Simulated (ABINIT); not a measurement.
Worked example: self-consistent single point of SiNi3 (Pm-3m, 4 atoms in the cell) in ABINIT.

Method: PBE, norm-conserving pseudopotentials (PseudoDojo nc-sr-05 PBE standard) (plane waves; ABINIT 10.0.3).

```yaml
crystal:
  lattice:
    - [3.54652, 0.00000, 0.00000]
    - [0.00000, 3.54652, 0.00000]
    - [0.00000, 0.00000, 3.54652]
  atoms:
    - { symbol: Si, position: [0.00000, 0.00000, 0.00000] }
    - { symbol: Ni, position: [0.00000, 0.50000, 0.50000] }
    - { symbol: Ni, position: [0.50000, 0.00000, 0.50000] }
    - { symbol: Ni, position: [0.50000, 0.50000, 0.00000] }
```

Reference input (self-consistent single point, DFT, PBE, plane waves, norm-conserving pseudopotentials (PseudoDojo nc-sr-05 PBE standard)): pseudos = [Si.upf, Ni.upf]; ecut = 98 Ry; occopt = 7; tsmear = 0.05 eV; ngkpt = 7 7 7; nshiftk = 1; shiftk = 0 0 0; potentials = PseudoDojo nc-sr-05 PBE standard; nband = 37; kptopt = 1; nstep = 80; tolvrs = 1e-12. This run's input differs from it in these lines:

```diff
@@ -17,3 +17,3 @@
          3.3509785823    3.3509785823    0.0000000000
-ecut 98 Ry
+ecut 68 Ry
 occopt 7
```

Log, with long lists cut:

```
--- !BeginCycle
solver: {iscf: 7, nstep: 80, nline: 4, wfoptalg: 0, }
tolerances: {tolvrs: 1.00E-12, }
...

     iter   Etot(hartree)      deltaE(h)  residm     vres2
 ETOT  1  -505.99772094939    -5.060E+02 3.911E-01 4.124E+02
 ETOT  2  -504.90780651707     1.090E+00 2.899E-02 6.026E+03
 ETOT  3  -507.14268642431    -2.235E+00 7.731E-03 1.002E+03
 ETOT  4  -507.07832838360     6.436E-02 2.245E-03 1.197E+03
 ETOT  5  -507.52703835359    -4.487E-01 4.920E-03 2.792E+00
   [... 6 lines left out ...]
 ETOT 12  -507.52770841393    -4.803E-11 1.357E-04 6.666E-08
 ETOT 13  -507.52770841397    -3.791E-11 9.177E-05 3.418E-10
 ETOT 14  -507.52770841397    -6.310E-12 9.506E-05 4.425E-11
 ETOT 15  -507.52770841395     2.672E-11 1.258E-04 9.433E-13
 At SCF step   15       vres2   =  9.43E-13 < tolvrs=  1.00E-12 =>converged.

 Cartesian components of stress tensor (hartree/bohr^3)
  sigma(1 1)=  4.24691618E-03  sigma(3 2)=  0.00000000E+00
  sigma(2 2)=  4.24691618E-03  sigma(3 1)=  0.00000000E+00
  sigma(3 3)=  4.24691618E-03  sigma(2 1)=  0.00000000E+00

 ----iterations are completed or convergence reached----

 reduced coordinates (array xred) for    4 atoms
       0.000000000000      0.000000000000      0.000000000000
       0.000000000000      0.500000000000      0.500000000000
       0.500000000000      0.000000000000      0.500000000000
       0.500000000000      0.500000000000      0.000000000000
 cartesian forces (eV/Angstrom) at end:
    1     -0.00000000000000    -0.00000000000000    -0.00000000000000
   [... lines left out ...]
 Fermi (or HOMO) energy (hartree) =   0.39959   Average Vxc (hartree)=  -0.49024
   [... lines left out ...]
total_energy        : -5.07527708413945E+02
total_energy_eV     : -1.38105312932380E+04
band_energy         : -4.51204483168242E+01
...

-Cartesian components of stress tensor (GPa)         [Pressure= -1.2495E+02 GPa]
- sigma(1 1)=  1.24948567E+02  sigma(3 2)=  0.00000000E+00
- sigma(2 2)=  1.24948567E+02  sigma(3 1)=  0.00000000E+00
- sigma(3 3)=  1.24948567E+02  sigma(2 1)=  0.00000000E+00

 Calculation completed.
```

The run converged in 15 iterations. Against the reference run the free energy goes up by 960 meV/atom and the pressure goes from -6.75 to -124.9 GPa.

The starting cell comes from a database of computed structures (which also holds hypothetical and non-ambient phases and stackings), without a prior relaxation at this level. Its lattice was rescaled by a random factor within 2.5 % of one. Spin polarisation is off. At the lowered cutoff the pressure carries the error of an incomplete plane-wave basis.

Cost on one core of a shared machine: roughly 3 min.
